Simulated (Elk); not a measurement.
Input and output of a self-consistent single point for Ag (Fm-3m, 1 atom in the cell) (Elk).

Method: Elk 10.2.4 with PBEsol, all-electron FP-LAPW, Elk's shipped species files, LAPW+lo basis.

```
Ag
1.0
    0.00000     2.04500     2.04500
    2.04500     0.00000     2.04500
    2.04500     2.04500     0.00000
Ag
1
Direct
  0.00000   0.00000   0.00000
```

Reference input (self-consistent single point, DFT, PBE, all-electron FP-LAPW, Elk's shipped species files, LAPW+lo basis): xctype = 20; rgkmax = 7.5; stype = 0; swidth = 0.00367493 Ha; ngridk = 14 14 14; gmaxvr = 14 1/bohr; nxoapwlo = 1; rmtscf = 0.99. This run's input differs from it in these lines:

```diff
@@ -4,3 +4,3 @@
 xctype
-  20
+  22
```

Output, abridged:

```
│ Self-consistent loop started │
│ Loop number : 1 │
 total energy                :     -5311.17715075
│ Loop number : 2 │
 total energy                :     -5311.42117658
RMS change in Kohn-Sham potential (target) :   0.1661493293     (  0.1000000000E-05)
Absolute change in total energy (target)   :   0.2440258322     (  0.1000000000E-03)
│ Loop number : 3 │
 total energy                :     -5312.16108228
RMS change in Kohn-Sham potential (target) :   0.1451396444     (  0.1000000000E-05)
Absolute change in total energy (target)   :   0.8009121525     (  0.1000000000E-03)
│ Loop number : 4 │
   [... lines left out ...]
Absolute change in total energy (target)   :   0.1075741967E-02 (  0.1000000000E-03)
│ Loop number : 13 │
 total energy                :     -5314.82897594
RMS change in Kohn-Sham potential (target) :   0.3822766179E-06 (  0.1000000000E-05)
Absolute change in total energy (target)   :   0.2518795636E-03 (  0.1000000000E-03)
│ Loop number : 14 │
 total energy                :     -5314.82897559
RMS change in Kohn-Sham potential (target) :   0.4357025373E-07 (  0.1000000000E-05)
Absolute change in total energy (target)   :   0.6261871749E-04 (  0.1000000000E-03)
Convergence targets achieved

│ Loop number : 15 │

Energies :
 Fermi                       :     0.243916888467
 total energy                :     -5314.82897684

Density of states at Fermi energy :    6.724323349
 (states/Hartree/unit cell)

Estimated indirect band gap :   0.4534066181E-02
 from k-point     15 to k-point     67
Estimated direct band gap   :   0.1075245645
 at k-point     67

Charges :
 core                        :    28.00000000
 valence                     :    19.00000000
 interstitial                :    1.082003953
 muffin-tins (core leakage)
  species :    1 (Ag)
   atom    1                 :    45.91799605     (  0.1664275828E-08)
 total in muffin-tins        :    45.91799605
 total calculated charge     :    46.99975759
 total charge                :    47.00000000
 error                       :   0.2424115917E-03

│ Self-consistent loop stopped │
```

The run converged in 15 iterations. The count includes the last loop, which Elk runs after its targets are met. 

The starting cell has typed, rounded lattice constants, without a prior relaxation at this level. Values depend on the basis (sphere radii, cutoffs, local orbitals), which need not be converged. The log's line on a gap gives a spacing of levels on this mesh, which the program prints for metals too.
